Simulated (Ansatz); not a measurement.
**GaSb: response to strain**

Take GaSb in the zinc blende structure (space group F-43m, No. 216; a = 6.132 Å) as the base.

Strains are applied to the cell and any free atomic positions relax.

Level of theory: plane-wave PAW DFT at the r2SCAN level (Ansatz, a quantum-chemistry and plane-wave program, 500 eV), no SOC.

```tsv
change	band gap	electron mass	gap character
base	0.41 eV	0.023 mₑ (at Γ)	direct at Γ
isotropic strain −3.00 %	0.90 eV	1.7 mₑ along k, 0.093 mₑ across (at L)	indirect, Γ → L
isotropic strain −2.50 %	0.86 eV	1.7 mₑ along k, 0.092 mₑ across (at L)	indirect, Γ → L
isotropic strain −2.00 %	0.83 eV	1.7 mₑ along k, 0.091 mₑ across (at L)	indirect, Γ → L
isotropic strain −1.50 %	0.76 eV	0.040 mₑ (at Γ)	direct at Γ
isotropic strain −1.00 %	0.64 eV	0.034 mₑ (at Γ)	direct at Γ
isotropic strain −0.50 %	0.53 eV	0.029 mₑ (at Γ)	direct at Γ
```

With Sb present, leaving out spin-orbit coupling can change the band edges. Masses are band curvatures over ±0.01 Å⁻¹ around the edge. Along k means along the line from Γ to the band edge. Stability against distortions was not tested.
